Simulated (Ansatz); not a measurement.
# BaTiO3, pressure series

Base system: BaTiO₃ in the cubic perovskite structure (space group Pm-3m, No. 221; a = 4.019 Å).

Cell and atoms are relaxed at each pressure.

The values are results of PBE (Ansatz, a first-principles code; PAW; 420 eV plane waves; spin-orbit coupling left out), not measurements.

Candidates:
(a) pressure 30 GPa
(b) pressure 9 GPa
(c) pressure 15 GPa

For the base:

```
Quantity    Value
--------  -------
Band gap  1.78 eV
```

Question: Order them by band gap, lowest first.

Answer: (b) pressure 9 GPa (1.89 eV), (c) pressure 15 GPa (1.95 eV), (a) pressure 30 GPa (2.01 eV)

Load acts through the strain it causes; cell and atoms are relaxed under it. Whether these cells are dynamically stable was not tested. No other phases were tried under pressure. All final runs are without spin polarisation. Many cubic perovskites are stable only at high temperature; tilts and polar distortions were not tested. This is not the structure that BaTiO3 has at room temperature and ambient pressure.
